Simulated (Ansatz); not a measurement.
# rock-salt TaN (0 0 1) on rock-salt MgO (0 0 1) (film strained to the substrate, started from cuts of the bulks and a machine-learned relaxation; slabs Mg8O8 and N6Ta6, which can lie off the formulas)

A periodic stack without vacuum, rock-salt TaN (0 0 1) on rock-salt MgO (0 0 1) (film strained to the substrate, started from cuts of the bulks and a machine-learned relaxation; slabs Mg8O8 and N6Ta6, which can lie off the formulas): substrate slab Mg8O8, film N6Ta6, surface cells [[1, 0], [1, 1]] and [[1, 0], [1, 1]], film strained by -3.7 and -3.7 %, outermost planes MgO/MgO and NTa/NTa as cut, which need not be the usual terminations and can put a slab off its formula.

The start was prepared with a machine-learned potential, and the result is one local minimum, with the in-plane cell held and forces under 0.04 eV/Å; the film can end far from its bulk form.

Level of theory: PBE (plane waves to 420 eV, PAW; Ansatz, an electronic-structure program). Spin–orbit coupling is left out; the runs are not spin-polarised; PBE gaps are too small against experiment. Its k-point mesh 10×10×1, Fermi–Dirac width 0.05 eV.

interface area: 9.0 Å²
period: 31.71 Å
heights between the nearest atoms of the two slabs at the two interfaces: 2.09 and 2.09 Å
Mg–Ta contacts across the interfaces within 1.22 times the sum of covalent radii: 8, mean 3.25 Å
Mg–N contacts across the interfaces within 1.22 times the sum of covalent radii: 2, mean 2.11 Å
O–Ta contacts across the interfaces within 1.22 times the sum of covalent radii: 2, mean 2.43 Å
hole barrier (PBE): 3.91 eV
electron barrier (PBE): 0.55 eV

```yaml
crystal:
  lattice:
    - [3.00777, -0.00004, 0.00011]
    - [0.00005, 3.00756, -0.03510]
    - [-0.00192, 0.36268, 31.70356]
  atoms:
    - { symbol: Mg, position: [0.17855, 0.05523, 0.11108] }
    - { symbol: Mg, position: [0.67852, 0.55519, 0.04419] }
    - { symbol: Mg, position: [0.17862, 0.05532, 0.24537] }
    - { symbol: Mg, position: [0.67859, 0.55529, 0.17827] }
    - { symbol: Mg, position: [0.17864, 0.05535, 0.37958] }
    - { symbol: Mg, position: [0.67864, 0.55534, 0.31249] }
    - { symbol: Mg, position: [0.17857, 0.05530, 0.51365] }
    - { symbol: Mg, position: [0.67861, 0.55533, 0.44677] }
    - { symbol: O, position: [0.67855, 0.55523, 0.11119] }
    - { symbol: O, position: [0.17850, 0.05512, 0.04353] }
    - { symbol: O, position: [0.67862, 0.55532, 0.24537] }
    - { symbol: O, position: [0.17859, 0.05528, 0.17825] }
    - { symbol: O, position: [0.67863, 0.55535, 0.37960] }
    - { symbol: O, position: [0.17864, 0.05534, 0.31247] }
    - { symbol: O, position: [0.67855, 0.55531, 0.51433] }
    - { symbol: O, position: [0.17861, 0.05534, 0.44666] }
    - { symbol: N, position: [0.67853, 0.55534, 0.66481] }
    - { symbol: N, position: [0.17864, 0.05531, 0.58020] }
    - { symbol: N, position: [0.67865, 0.55529, 0.83382] }
    - { symbol: N, position: [0.17840, 0.05524, 0.72399] }
    - { symbol: N, position: [0.67854, 0.55519, 0.97763] }
    - { symbol: N, position: [0.17852, 0.05507, 0.89302] }
    - { symbol: Ta, position: [0.17854, 0.05532, 0.65465] }
    - { symbol: Ta, position: [0.67864, 0.55531, 0.59100] }
    - { symbol: Ta, position: [0.17865, 0.05528, 0.81592] }
    - { symbol: Ta, position: [0.67840, 0.55526, 0.74189] }
    - { symbol: Ta, position: [0.17855, 0.05519, 0.96682] }
    - { symbol: Ta, position: [0.67854, 0.55514, 0.90316] }
```
